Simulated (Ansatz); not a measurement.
The reference is Ag in the fcc (Cu type) structure (space group Fm-3m, No. 225; a = 4.149 Å; relaxed with 0.1 eV smearing).

The values are results of Ansatz (a quantum-chemistry and plane-wave program), PBE, PAW, cutoff 420 eV, no SOC, earlier PAW set, not measurements.

Before the change:

- Pressure: 0.0 GPa

Perturbation: an isotropic linear strain of −0.55 %, atoms relaxed at fixed cell.

Q: Predict the new pressure.

A: The pressure goes from zero to 1.6 GPa.

Q: How does this affect the energy relative to the base?

A: The energy rises by 1.4 meV/atom.

No phonon test of stability was made.
